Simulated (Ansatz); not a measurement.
Cost and result by functional for the adsorption energy of N on the 1x1 (110) surface of 3C silicon carbide (cut with top plane C + Si), one in a 2x2 cell, started at the site 'top C', in Ansatz (plane waves, PAW). Single points on the PBE structure, on one kind of machine; costs are rough ratios of the slab run's core time (references not counted) to the cheapest single point. r2SCAN's cost holds its higher cutoff (500 against 420 eV). Differences are taken against r2SCAN for comparison alone: no measured value is at hand, so the table doesn't rank accuracy.

Host crystal: 3C silicon carbide, with a band gap (PBE, scalar-relativistic without spin-orbit coupling).

Set-up: 49 atoms, 7.7 Å thick at the start under the adsorbate (thin: gaps and levels are the slab's own); mesh 3x3x1; 0.01 eV smearing; dipole correction on; 24 atoms held, the rest relaxed; held to the start's symmetry, so lower structures may exist; spin-polarised, ending with about 1.0 μB a cell; orders that need a larger cell were not tried, no spin-orbit, no U, no dispersion correction. At the end it is bonded to C + 2 Si. In PBE it is, or lies within 0.03 eV of, the lowest of the starts that converged. These notes are the PBE run's. RPBE: The program's check for a lower electronic state was not made. r2SCAN: The program's check for a lower electronic state was not made. Adsorption energies are against ½ N2(g). A negative adsorption energy means that the adsorbate is more stable on the surface than in its reference.

```tsv
functional	relative cost	adsorption energy (eV)	less r2SCAN (eV)
RPBE	1	0.91	0.31
r2SCAN	2	0.61	0.00
PBE (the relaxed run's value)	–	0.72	0.11
```

The values span 0.31 eV, while the single points' costs differ by a factor of roughly 2. Differences are of unrounded values.

Ansatz is a program for electronic structure.
